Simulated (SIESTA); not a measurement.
## A short convergence ladder for ReTc (P3m1, 2 atoms in the cell)

```
CELL_PARAMETERS angstrom
      2.74105     0.00000     0.00000
     -1.37053     2.37382     0.00000
      0.00000     0.00000     4.42695
ATOMIC_POSITIONS crystal
  Tc 0.66667 0.33333 0.01129
  Re 0.00000 0.00000 0.50000
```

Base method: GGA PBEsol, numerical atomic orbitals DZP, PseudoDojo PBEsol standard norm-conserving potentials (rewritten from UPF to PSML) run with SIESTA 5.4.2.

Base settings: XC.functional = GGA; XC.authors = PBEsol; potentials = PseudoDojo PBEsol standard; PAO.BasisSize = DZP; PAO.EnergyShift = 0.005 Ry; MeshCutoff = 400 Ry; kgrid.MonkhorstPack = 5 5 3; OccupationFunction = FD; ElectronicTemperature = 0.1 eV; MaxSCFIterations = 150.

**The setting basis size**

Level: DFT, GGA PBEsol, numerical atomic orbitals TZDP, PseudoDojo PBEsol standard norm-conserving potentials (rewritten from UPF to PSML).

Moved along: PAO.BasisSize.

The second cell is the first with its lattice scaled by 0.98.

The mesh stays at the base's, so the ladder's end is converged at best in this setting alone.

The sets are ordered by size and need not be nested.

Only quantities that move along the ladder and can be compared are tabulated.

```tsv
basis (functions)	energy of the compressed cell less the first (meV/atom)	pressure (GPa)	largest difference of a force vector from the last step's (eV/Å)
SZ (20)	9.98	-9.47	0.037
SZP (26)	115.39	8.52	0.072
DZ (32)	8.00	-10.62	0.091
DZP (38)	57.71	-1.16	0.048
TZP (50)	53.59	-1.68	0.011
TZDP (56)	55.12	-1.33	0.000
```

Coarsest basis (functions) that holds the pressure within 1 GPa of the last step, with all finer ones: DZP (38); the step before is off by 9.3 GPa.

Coarsest basis (functions) that holds the energy of the compressed cell less the first within 2 meV/atom: not settled: the last two steps still differ by 1.5 meV/atom, over half the tolerance, so the ladder does not show it.

Coarsest basis (functions) that holds the forces within 0.02 eV/Å: not settled: the last two steps still differ by 0.011 eV/Å, over half the tolerance, so the ladder does not show it.

On the base run: the starting cell comes from a database of computed structures (which also holds hypothetical and non-ambient phases and stackings), without a prior relaxation at this level. Its lattice was rescaled by up to half a per cent. One atom was moved a little off its site on purpose. Spin polarisation is off. Values carry the incompleteness of an atom-centred basis. Without a gap this mesh is coarse (it stands for a supercell whose shortest vector is 13 Å).
